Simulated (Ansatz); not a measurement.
Base system: GaN in the zinc blende structure (space group F-43m, No. 216; a = 4.4981 Å).

The values are results of PBEsol, PAW, 420 eV (Ansatz, a quantum-chemistry and plane-wave program; no SOC), not measurements.

For the base:

| Property | Value |
|---|---|
| Width of the top valence band | 3.72 eV |
| Electron mass | 0.15 mₑ (at Γ) |
| Valley order | Γ 1.70 eV; X along ⟨100⟩ 3.22 eV |

Modification: cell and atoms relaxed at a pressure of 0.9 GPa.

What happens to the width of the top valence band, electron mass and valley order?

The width of the top valence band grows by 0.023 eV, from 3.72 eV to 3.75 eV; the electron mass changes from 0.15 mₑ (at Γ) to 0.16 mₑ (at Γ); the valley order (the lowest conduction-band minima on the path, energy above the VBM, named in the base's zone) becomes Γ 1.73 eV; X along ⟨100⟩ 3.22 eV (base: Γ 1.70 eV; X along ⟨100⟩ 3.22 eV).

The levels and masses belong to the bands next to the band gap. Load acts through the strain it causes; cell and atoms are relaxed under it. Effective masses come from finite differences of ±0.01 Å⁻¹. Whether these cells are dynamically stable was not tested. This is not the structure that GaN has at room temperature and ambient pressure.
